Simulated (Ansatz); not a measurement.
We consider BaTiNOF (model structure, Pmmm, No. 47, 5 atoms in the cell), described by PBEsol (Ansatz, a first-principles code, plane waves, PAW).

Numerical settings: plane-wave cutoff 520 eV, 8×8×8 k mesh, Fermi–Dirac smearing 0.01 eV, no spin polarisation, scalar-relativistic PAW data made under PBE.

Cell (relaxed at this level):

```xyz
5
Lattice="3.9760 0.0000 0.0000 0.0000 4.1126 0.0000 0.0000 0.0000 4.0233" Properties=species:S:1:pos:R:3 pbc="T T T"
Ba     1.9880     2.0563     2.0116
Ti     0.0000     0.0000     0.0000
N      1.9880     0.0000     0.0000
F      0.0000     2.0563     0.0000
O      0.0000     0.0000     2.0116
```

Problem. What does this level give for the band gap?

Solution. 
* **band gap**: 0.10 eV

Note: the relaxation could raise the start's symmetry but not lower it, so the cell can be a saddle point.

Spin–orbit coupling is not included; it can close the smallest gap of 0.10 eV.

Static lattice: no zero-point or thermal effects.

Computing time: roughly 26 core-seconds.

A model structure was made by putting elements into a prototype or built by hand; it is no filed structure, need not be a known phase, and can be a saddle point held by its symmetry.
